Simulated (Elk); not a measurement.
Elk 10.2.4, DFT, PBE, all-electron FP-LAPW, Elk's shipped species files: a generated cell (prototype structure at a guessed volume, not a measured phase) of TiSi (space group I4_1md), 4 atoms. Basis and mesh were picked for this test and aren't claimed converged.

```json
{
  "cell": "6.19, 6.19, 6.19 Å; 148.4, 148.4, 45.3°",
  "task": "ground state",
  "xctype": "20",
  "swidth": "0.001 Hartree",
  "k mesh (ngridk)": "8×8×8",
  "maxscl": "100",
  "rgkmax": "7 (default)",
  "empty states an atom (nempty)": "4 (default)",
  "epspot (Hartree)": "1e-06 (default)",
  "epsengy (Hartree)": "0.0001 (default)",
  "k-points after symmetry": "100",
  "largest_matrix_size": "252",
  "valence_states": "32"
}
```

Settings of this run: mixtype = 3, mixsdb = 5, broydpm = [0.4, 0.15], tefvit = true; 4 threads, 1 BLAS thread.

```
loop  total energy (Hartree)  RMS change in potential
----  ----------------------  -----------------------
1             -2272.37419515                        -
2             -2286.18729603             0.4905250405
3             -2285.97482052             0.4844333154
4             -2287.01161661             0.4880030778
5             -2287.15550071             0.4931983546
6             -2287.29654511             0.4951323078
7             -2296.55943082             0.3273202197
8             -2315.70884693             0.4889446939
9             -2332.17354035             0.8110921911
10            -2290.35758096             0.1579805242
11            -2288.03321157             0.1948196936
12            -2289.58259928         0.8828251447E-01
13            -2289.02738057         0.8237288756E-02
14            -2288.95990145         0.1225237821E-01
…                          …                        …
51            -2287.90620938         0.1139803647E-03
52            -2287.90294785         0.7129570366E-04
53            -2287.90363425         0.6911069000E-04
54            -2287.90137206         0.4050128840E-04
55            -2287.89974920         0.2243940985E-04
56            -2287.89866678         0.1457109402E-04
57            -2287.89881761         0.1720795988E-04
58            -2287.89913003         0.2385932268E-04
…                          …                        …
93            -2287.89966755         0.1546733000E-04
94            -2287.90064376         0.2923680483E-04
95            -2287.90056988         0.2488155636E-04
96            -2287.90027018         0.2157501401E-04
97            -2287.90121147         0.2976867232E-04
98            -2287.90072652         0.2199053600E-04
99            -2287.90019821         0.1564033139E-04
100           -2287.89823331                        -
```

The run ended without self-consistency in 100 loops.

Task: Which change of settings makes this cycle converge?

Result: This is not unique; one that fits is tefvit = false (default) (15 self-consistent loops), all else kept. Counts are of single runs.
